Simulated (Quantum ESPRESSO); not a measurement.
Input and output of a self-consistent single point for CuAu (P4/mmm, 2 atoms in the cell) (Quantum ESPRESSO).

Computed with PBE, SSSP 1.1.2 efficiency (PBE) pseudopotentials (plane waves; Quantum ESPRESSO).

```yaml
crystal:
  lattice:
    - [2.80138, 0.00000, 0.00000]
    - [0.00000, 2.80138, 0.00000]
    - [0.00000, 0.00000, 3.51965]
  atoms:
    - { symbol: Cu, position: [0.50000, 0.50000, 0.50000] }
    - { symbol: Au, position: [0.00000, 0.00000, 0.00000] }
```

Reference input (self-consistent single point, DFT, PBE, plane waves, SSSP 1.1.2 efficiency (PBE) pseudopotentials): ecutwfc = 60 Ry; ecutrho = 480 Ry; occupations = smearing; smearing = marzari-vanderbilt; degauss = 0.0036749 Ry; potentials = {Cu: Cu_pbe_v1.2.uspp.F.UPF, Au: Au_ONCV_PBE-1.0.oncvpsp.upf}; K_POINTS = automatic 9 9 8 0 0 0; conv_thr = 1e-10 Ry; mixing_beta = 0.4. This run's input differs from it in these lines:

```diff
@@ -30,3 +30,3 @@
 K_POINTS automatic
-9 9 8  0 0 0
+2 2 2  0 0 0
 CELL_PARAMETERS alat
```

Output (repeated stretches shortened):

```
     Self-consistent Calculation

     iteration #  1     ecut=    60.00 Ry     beta= 0.40

     WARNING: integrated charge=    38.00268267, expected=    38.00000000

     total energy              =    -677.66157454 Ry
     estimated scf accuracy    <       1.66314301 Ry

     iteration #  2     ecut=    60.00 Ry     beta= 0.40

     WARNING: integrated charge=    38.00227728, expected=    38.00000000

     total energy              =    -677.76119385 Ry
     estimated scf accuracy    <       3.78207106 Ry

     iteration #  3     ecut=    60.00 Ry     beta= 0.40

     WARNING: integrated charge=    38.00166759, expected=    38.00000000

     total energy              =    -678.29984983 Ry
     estimated scf accuracy    <       0.28652550 Ry

   [... 95 blocks of this kind left out ...]

     iteration # 99     ecut=    60.00 Ry     beta= 0.40

     total energy              =    -678.30429508 Ry
     estimated scf accuracy    <       0.00000867 Ry

     iteration #100     ecut=    60.00 Ry     beta= 0.40

     total energy              =    -678.30429679 Ry
     estimated scf accuracy    <       0.00001010 Ry
     End of self-consistent calculation

     convergence NOT achieved after 100 iterations: stopping

   JOB DONE.
```

The run ended unconverged after 100 iterations.  The full log also holds: “WARNING: integrated charge=    38.00268267, expected=    38.00000000”. The full log also holds: “WARNING: integrated charge=    38.00227728, expected=    38.00000000”.

The starting cell comes from a database of computed structures (which also holds hypothetical and non-ambient phases and stackings), without a prior relaxation at this level. Its lattice was rescaled by a random factor within 2.5 % of one.

Cost on one core of a shared machine: roughly 50 s.
